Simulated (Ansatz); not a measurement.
# Competing hops of interstitial Li in rutile TiO2, charge state +1

Consider interstitial Li in rutile TiO2, charge state +1. Calculation: PBE, PAW (plane waves to 420 eV; Ansatz, a first-principles code).

72-site cell at the relaxed PBE lattice, one k-point at (0.250, 0.250, 0.250), smearing 0.01 eV, spin-restricted, no finite-size correction. Energies are static. The charge state is imposed; whether it is stable for some Fermi level was not computed. Sites that were not tried may lie lower.

Barriers: single points on a 2×2×2 k-point mesh shifted by half a step at the bands' geometries.

| Route | Start site over the lowest site run (eV) | Hop (Å) | Forward barrier (eV) | Backward barrier (eV) | Neighbours at the start | Neighbours at the saddle | Saddle order | Forward, on the band's own sampling (eV) |
|---|---|---|---|---|---|---|---|---|
| a concerted move, in which Li travels most | 0.00 | 1.55 | 0.06 | 0.06 | 3 O at 1.84, O at 1.84 Å | 2 O at 1.80, 2 O at 2.11, 2 O at 2.18 Å | not checked, on a symmetry element | 0.08 |

Paths come from nudged elastic bands with a climbing image.  A band can be held on a symmetry element, so unchecked saddle points there may be too high. A further band (a concerted move, in which Li travels most, 2.97 Å) gave 0.083 eV forward on its own sampling, 0.083 eV above the lowest site run, but a shoulder points to a second hump between its images, so it is not taken as a result.

The whole set of runs took very roughly 2.5 core-hours.
